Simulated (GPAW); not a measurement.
A self-consistent single point of TiSi2 (Fddd, 6 atoms in the cell) with GPAW.

Method: PBEsol, GPAW PAW datasets PBEsol (made by gpaw-setup) (plane waves; GPAW).

```xyz
6
Lattice="0.0000 4.2089 4.3575 2.4426 0.0000 4.3575 2.4426 4.2089 0.0000" Properties=species:S:1:pos:R:3 pbc="T T T"
Ti     2.4426     4.2089     4.3575
Ti     3.6638     6.3134     6.5363
Si     2.4426     7.0494     4.3575
Si     2.4426     1.3685     4.3575
Si     1.2213     3.4730     2.1788
Si     1.2213     0.7360     2.1788
```

Reference input (self-consistent single point, DFT PBE, plane waves, GPAW PAW datasets PBE (gpaw-data 1.0.1)): mode = pw; ecut = 800 eV; xc = PBE; kpts = 7 7 7; mesh shift (steps) = 0 0 0; occupations.name = methfessel-paxton; occupations.width = 0.2 eV; occupations.order = 0; nbands = -12; convergence.forces = 0.001 eV/Å; symmetry.symmorphic = false; symmetry.tolerance = 0.0005. This run's input differs from it in these lines:

```diff
@@ -17,3 +17,3 @@
 calc = GPAW(mode={'name': 'pw', 'ecut': 800},
-            xc='PBE',
+            xc='PBEsol',
             kpts=(7, 7, 7),
```

Its files differ too (potentials: GPAW PAW datasets PBEsol (made by gpaw-setup)).

Log, with long lists cut:

```
     iter     time        total  log10-change:
                         energy   eigst   dens  force
iter:   1 --:--:--   -41.336348
iter:   2 --:--:--   -41.397253   -0.75  -1.22
iter:   3 --:--:--   -41.658281   -0.75  -1.22
iter:   4 --:--:--   -41.330350   -2.43  -1.57
iter:   5 --:--:--   -41.135392   -1.72  -1.77
iter:   6 --:--:--   -41.145470   -2.82  -2.04
iter:   7 --:--:--   -41.127473c  -2.66  -2.13
iter:   8 --:--:--   -41.126514c  -3.33  -2.64
iter:   9 --:--:--   -41.126328c  -4.08  -2.67
iter:  10 --:--:--   -41.125980c  -3.91  -2.98
iter:  11 --:--:--   -41.126005c  -4.82  -3.55
iter:  12 --:--:--   -41.126006c  -4.84  -3.59
iter:  13 --:--:--   -41.126026c  -5.61  -3.46
iter:  14 --:--:--   -41.125997c  -4.66  -3.50
iter:  15 --:--:--   -41.125976c  -6.25  -3.96
iter:  16 --:--:--   -41.125971c  -6.86  -4.35c
iter:  17 --:--:--   -41.125973c  -7.67c -4.45c
iter:  18 --:--:--   -41.125972c  -8.18c -4.47c -4.24c
Converged after 18 iterations.

Dipole moment: (-3.351580, -5.775315, -5.979235) |e|*Ang

Energy contributions relative to reference atoms: (reference = -77882.282136)

Kinetic:        +21.249287
Potential:      -17.679461
External:        +0.000000
XC:             -44.605197
Entropy (-ST):   -0.053583
Local:           -0.063809
SIC:             +0.000000
--------------------------
Free energy:    -41.152764
Extrapolated:   -41.125972

Showing only first 2 kpts
 Kpt  Band  Eigenvalues  Occupancy
  0    18      7.17690    2.00000
  0    19      7.60864    2.00000
  0    20      8.05537    2.00000
  0    21     10.82022    0.00000

  1    18      8.16840    2.00000
  1    19      8.28195    1.99999
  1    20      8.40176    1.99973
  1    21     10.63034    0.00000

Fermi level: 8.91747

No gap
   [... lines left out ...]
  0 Ti    0.00000    0.00000    0.00000
  1 Ti    0.00000    0.00000    0.00000
  2 Si    0.00000   -0.00546    0.00000
  3 Si   -0.00000    0.00546    0.00000
  4 Si    0.00000    0.00546    0.00000
  5 Si   -0.00000   -0.00546    0.00000

Stress tensor:
     0.059344    -0.000000    -0.000000
    -0.000000     0.058807     0.000000
    -0.000000     0.000000     0.064736
Stress (GPa, Voigt): [ 9.508   9.422  10.3719  0.     -0.     -0.    ]
```

The run converged in 18 iterations. GPAW prints stress with tension positive. Against the reference run the pressure goes from -6.19 to -9.77 GPa and the largest force goes from 0.017 to 0.005 eV/Å.

The starting cell comes from a database of computed structures (which also holds hypothetical and non-ambient phases and stackings), without a prior relaxation at this level. Its lattice was rescaled by a random factor within 2.5 % of one. Spin polarisation is off. With a pressure of about -10 GPa the cell is away from its equilibrium volume at this level.

Cost on one core of a shared machine: roughly 3 min.
